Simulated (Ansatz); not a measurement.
The starting structures come from a database of crystals and need not be the phases stable at ambient conditions.

By PBEsol, the system below comes out a metal.

A figure of merit of an interconnect metal is its ballistic conductance per area.

Consider the following.

```
Ti
1.0
    2.90561     0.00000     0.00000
   -1.45280     2.51633     0.00000
    1.45280     0.83878     2.30125
Ti
1
Cartesian
  0.00000   0.00000   0.00000
```

Space group of this cell: R-3m. The cell is strained (lengths along the current scaled by 0.97, ions clamped); by PBEsol its mean pressure is -0.9 GPa.

The current flows along the normal of the first two printed cell vectors, the (111) (indices of the unstrained crystal) plane of the conventional cell. No spin-orbit coupling; the value is a mean over 0.1 eV about the Fermi level.

**Question.** State the ballistic conductance per area according to PBEsol (Ansatz, an electronic-structure program).

**Answer.** 1.4 × 10¹⁵ S/m² for both spins.
